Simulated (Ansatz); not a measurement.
Data:

End structure of the (100) surface of fcc Rh, one row in 2 of the top plane missing (bottom of the slab: a bare face, its two planes held):

```
CELL_PARAMETERS angstrom
      2.70822     0.00000     0.00000
      0.00000     5.41644     0.00000
      0.00000     0.00000    26.00000
ATOMIC_POSITIONS crystal
  Rh 0.50000 0.25000 0.31587
  Rh 0.50000 0.75000 0.31587
  Rh 0.00000 0.50000 0.38952
  Rh 0.00000 0.00000 0.38952
  Rh 0.50000 0.75129 0.46285
  Rh 0.50000 0.24871 0.46285
  Rh 0.00000 0.00000 0.53653
  Rh 0.00000 0.50000 0.53741
  Rh 0.50000 0.25838 0.61017
  Rh 0.50000 0.74162 0.61017
  Rh 0.00000 0.00000 0.67501
```

Slab: 11 atoms, 9.6 Å thick at the start (thin: gaps and levels are the slab's own); k 14x7x1, smearing 0.1 eV, dipole-corrected; 4 atoms held, the rest relaxed; held to the start's symmetry, so lower structures may exist; no spin, no spin-orbit, no U. It is one candidate, not shown to be the stable structure of the face.

**Question.** What work function of the top face does PBE (Ansatz, a program for electronic structure) give?

**Answer.** 4.53 eV
